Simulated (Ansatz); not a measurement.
Structures of equal composition on the (111)A surface of 3C silicon carbide (Si plane on top): (√3x√3)R30° Ge adatom at H3; (√3x√3)R30° Ge adatom at T4. The slabs share one bottom face, and each structure is named by its start. These are constructed structures in small cells; real faces may alloy, dewet or reconstruct in larger ones, and not all known structures of the face are among them. Slabs of about 10 Å with all that they carry, Fermi-Dirac smearing of 0.025 eV. Bottom of the slabs: H caps. Relaxed from the named starts with such symmetry as they have, on meshes of like density; energies extrapolated to zero smearing; no spin-orbit coupling, no U. Spin-polarised runs, if any, are marked in brackets, and their order is one that fits the cell; the others ran without spin. Where a second, spin-polarised start was run, the lower counts.

Host crystal: 3C silicon carbide, with a band gap (PBE, scalar-relativistic without spin-orbit coupling).

All values below come from PBE (plane waves to 420 eV, PAW; Ansatz, an electronic-structure program).

**Question.** Put the candidates in order of energy per 1x1 cell, lowest first, for PBE.

**Answer.** (√3x√3)R30° Ge adatom at T4 (0.000 eV [spin, 1.0 μB a cell], a narrow gap of 0.18 eV by band count), (√3x√3)R30° Ge adatom at H3 (0.173 eV [spin start, no net moment], no gap over 0.04 eV on the mesh)
